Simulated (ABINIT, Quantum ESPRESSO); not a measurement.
An ABINIT input for a self-consistent single point of VCrB2 (Amm2, 4 atoms in the cell) (DFT, LDA (PW92), plane waves, norm-conserving pseudopotentials (PseudoDojo nc-sr-04 LDA standard)):

```
# VCrB2, PseudoDojo nc-sr-04 LDA standard
pp_dirpath "./"
pseudos "V.upf, Cr.upf, B.upf"
acell 3*1.0
rprim
         5.6505948072    0.0000000000    0.0000000000
         0.0000000000    2.8686118161    7.6202128832
         0.0000000000   -2.8686118161    7.6202128832
natom 4
ntypat 3
znucl 23 24 5
typat 1 2 3 3
xcart
         1.4950830000   -0.0000000000    1.1920707997
         0.0000000000    0.0000000000    6.8849931782
         0.0000000000    0.0000000000    4.5385145965
         1.4950830000   -0.0000000000    3.5141934256
      Angstrom
ecut 47 Ha
occopt 3
tsmear 0.00183747
nband 23
kptopt 1
ngkpt 9 9 9
nshiftk 1
shiftk 0 0 0
nstep 60
tolvrs 1.0e-12
prtwf 0
prtden 0
prtvol 1
enunit 1
```

Problem. Give the Quantum ESPRESSO input for the same structure, mesh, smearing and functional.

Solution. One input that does it (others would too):

```fortran
&control
 calculation = 'scf',
 prefix = 'pwscf',
 outdir = './tmp/',
 pseudo_dir = './',
 tprnfor = .true.,
 tstress = .true.,
/
&system
 ibrav = 0,
 nat = 4,
 ntyp = 3,
 ecutwfc = 50,
 ecutrho = 400,
 occupations = 'smearing',
 smearing = 'fermi-dirac',
 degauss = 0.0036749,
/
&electrons
 conv_thr = 1.0d-10,
 mixing_beta = 0.7,
/
ATOMIC_SPECIES
V     50.9415  v_lda_v1.4.uspp.F.UPF
Cr    51.9961  cr_lda_v1.5.uspp.F.UPF
B     10.8100  b_lda_v1.4.uspp.F.UPF
CELL_PARAMETERS angstrom
   2.9901660000     0.0000000000     0.0000000000
   0.0000000000     1.5180040000     4.0324430000
   0.0000000000    -1.5180040000     4.0324430000
ATOMIC_POSITIONS angstrom
V     1.4950830000    0.0000000000    1.1920707997
Cr    0.0000000000    0.0000000000    6.8849931782
B     0.0000000000    0.0000000000    4.5385145965
B     1.4950830000    0.0000000000    3.5141934256
K_POINTS automatic
9 9 9  0 0 0
```

Basis, cutoffs, solver keys and any potentials are the target program's own. This input uses DFT, LDA (PZ), plane waves, GBRV 1.5 ultrasoft (LDA) pseudopotentials. LDA parametrisations can differ slightly between programs.

The starting cell comes from a database of computed structures (which also holds hypothetical and non-ambient phases and stackings), without a prior relaxation at this level. Its lattice was rescaled by a random factor within 2.5 % of one.
